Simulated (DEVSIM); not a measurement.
# InP n-p junction from an implanted or diffused profile

Structure: InP n-p junction from an implanted or diffused profile, at 350 K.

```tsv
layer (left to right)	material	thickness (μm)	Na (cm⁻³)	τn (s)	τp (s)
1	InP	51.0	8.6e14	3.2e-10	3.2e-10
```

Added donor profile: 5.2e16 cm⁻³ × exp(−(x − 0 μm)²/(2·(0.19 μm)²)). Left contact: ohmic. Right contact: ohmic. Voltage is applied to the left contact. Recombination: SRH at mid-gap, Auger. Mobility is constant in doping.

Constants are typed, rounded textbook-type inputs, not results; the design itself was drawn at random and stands for no fabricated device. Values at 300 K; Nc and Nv go as T^1.5, mobilities as T to minus their exponent, the gap by Varshni's rule with the affinity fixed.

```
parameter              InP
----------------  --------
gap (eV)             1.344
affinity (eV)         4.38
permittivity          12.5
Nc (cm⁻³)           5.7e17
Nv (cm⁻³)           1.1e19
μn (cm²/Vs)           5200
μp (cm²/Vs)            170
T exponent of μn         2
T exponent of μp         2
Cn (cm⁶/s)           9e-31
Cp (cm⁶/s)           9e-31
Varshni α (eV/K)  0.000363
Varshni β (K)          162
```

DEVSIM, 1D drift-diffusion, Boltzmann statistics, complete ionisation; no tunnelling, impact ionisation, image-force lowering or self-heating.

| Item | Value |
|---|---|
| Potential step across the device at zero bias | 0.956 V |
| Dark forward voltage at 1 A/cm² | 0.963 V |

Small-signal capacitance in reverse bias (quasi-static):

```tsv
V (V)	C (nF/cm²)
0.04	8.79
0.1	8.51
0.2	8.10
0.3	7.75
0.4	7.44
0.6	6.92
0.8	6.50
1	6.14
1.3	5.71
1.6	5.36
2	4.98
```

Dark reverse current:

```tsv
V (V)	J (A/cm²)
0.04	1.4e-6
0.10	2.9e-6
0.20	4.8e-6
0.30	6.5e-6
0.40	8.1e-6
0.60	1.1e-5
0.80	1.3e-5
1.00	1.6e-5
1.30	1.9e-5
1.60	2.2e-5
2.00	2.6e-5
```
